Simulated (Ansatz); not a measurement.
## How far to go with the k-point mesh at a smearing width of 0.3 eV: YbZn (P4mm, 2 atoms in the cell)

```
CELL_PARAMETERS angstrom
      3.59371     0.00000     0.00000
      0.00000     3.59371     0.00000
      0.00000     0.00000     3.59371
ATOMIC_POSITIONS crystal
  Yb 0.00000 0.00000 0.01391
  Zn 0.50000 0.50000 0.50000
```

Method of the run: PBEsol, default PAW files made with PBE (plane waves; Ansatz, a quantum-chemistry and plane-wave program).

Base settings: basis.ecutwfc = 420 eV; kpoints.mp_grid.grid = 9 9 9; hamiltonian.xc = pbesol; hamiltonian.pseudopotentials = {kind: paw} (the program's default PAW files); scf.occupations.method = fermi_dirac; scf.occupations.width = 0.1 eV.

In this ladder: scf.occupations.width = 0.3 eV.

Only quantities that move along the ladder and can be compared are tabulated.

The count of work is k-points × plane waves × bands × iterations; it is no time. 

The starting cell comes from a database of computed structures (which also holds hypothetical and non-ambient phases and stackings), without a prior relaxation at this level. Its lattice was rescaled by up to half a per cent. One atom was moved a little off its site on purpose. Spin polarisation is off. In the base run, with a pressure of about -3 GPa the cell is away from its equilibrium volume at this level. Ansatz's pressure includes its estimate of the finite-basis (Pulay) stress.

| kpoints.mp_grid.grid | free energy less the last step's (meV/atom) | pressure (GPa) | largest difference of a force vector from the last step's (eV/Å) | count of work / last |
|---|---|---|---|---|
| 3 3 3 | 62.25 | -3.46 | 0.003 | 0.0071 |
| 4 4 4 | 54.15 | -2.66 | 0.008 | 0.021 |
| 5 5 5 | -4.15 | -2.84 | 0.001 | 0.019 |
| 6 6 6 | -5.60 | -2.85 | 0.001 | 0.043 |
| 7 7 7 | -0.19 | -2.78 | 0.000 | 0.043 |
| 8 8 8 | 1.25 | -2.79 | 0.000 | 0.080 |
| 10 10 10 | -0.24 | -2.81 | 0.000 | 0.13 |
| 12 12 12 | 0.05 | -2.81 | 0.000 | 0.21 |
| 18 18 18 | 0.00 | -2.81 | 0.000 | 0.59 |
| 22 22 22 | 0.00 | -2.81 | 0.000 | 1.0 |

Coarsest kpoints.mp_grid.grid that holds the pressure within 0.1 GPa of the last step, with all finer ones: 5 5 5, at 0.019 of the last step's count of work; the step before is off by 0.14 GPa.

Coarsest kpoints.mp_grid.grid that holds the free energy within 5 meV/atom of the last step, with all finer ones: 7 7 7, at 0.043 of the last step's count of work; the step before is off by 5.6 meV/atom.

Coarsest kpoints.mp_grid.grid that holds the forces within 0.005 eV/Å of the last step, with all finer ones: 5 5 5, at 0.019 of the last step's count of work; the step before is off by 0.008 eV/Å.

Keys are those of Ansatz 0.2.
